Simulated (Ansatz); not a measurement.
A computed series for GaN: pressure series

The reference is GaN in the zinc blende structure (space group F-43m, No. 216; a = 4.549 Å).

Cell and atoms are relaxed at each pressure.

All numbers come from PBE in Ansatz (plane waves to 420 eV, PAW, no spin-orbit coupling).

Notes on the quantities. enthalpy: H = E + PV relative to the base's energy.

```json
[
 {"case": "base", "band gap": "1.54 eV", "enthalpy": "–", "electron mass": "0.14 mₑ (at Γ)"},
 {"case": "pressure −2 GPa", "band gap": "1.46 eV", "enthalpy": "-0.15 eV/atom", "electron mass": "0.14 mₑ (at Γ)"},
 {"case": "pressure −1 GPa", "band gap": "1.50 eV", "enthalpy": "-0.07 eV/atom", "electron mass": "0.14 mₑ (at Γ)"},
 {"case": "pressure 0.3 GPa", "band gap": "1.55 eV", "enthalpy": "+0.02 eV/atom", "electron mass": "0.14 mₑ (at Γ)"},
 {"case": "pressure 0.7 GPa", "band gap": "1.57 eV", "enthalpy": "+0.05 eV/atom", "electron mass": "0.14 mₑ (at Γ)"},
 {"case": "pressure 1.5 GPa", "band gap": "1.59 eV", "enthalpy": "+0.11 eV/atom", "electron mass": "0.15 mₑ (at Γ)"},
 {"case": "pressure 3 GPa", "band gap": "?", "enthalpy": "+0.22 eV/atom", "electron mass": "0.15 mₑ (at Γ)"},
 {"case": "pressure 5 GPa", "band gap": "1.72 eV", "enthalpy": "+0.36 eV/atom", "electron mass": "0.15 mₑ (at Γ)"},
 {"case": "pressure 7.5 GPa", "band gap": "1.80 eV", "enthalpy": "+0.54 eV/atom", "electron mass": "0.16 mₑ (at Γ)"},
 {"case": "pressure 10 GPa", "band gap": "1.87 eV", "enthalpy": "+0.71 eV/atom", "electron mass": "0.17 mₑ (at Γ)"}
]
```

**Question.** Some entries are withheld; estimate them.

**Answer.** 
- pressure 3 GPa, band gap: 1.65 eV

Load acts through the strain it causes; cell and atoms are relaxed under it. Masses are band curvatures over ±0.01 Å⁻¹ around the edge. No phonon test of stability was made. Tetrahedral semiconductors of this kind turn to denser phases somewhere between about 1 and 50 GPa; those were not computed, so compressed cells here can lie past the real transition. This is not the structure that GaN has at room temperature and ambient pressure.

Ansatz is a first-principles code.
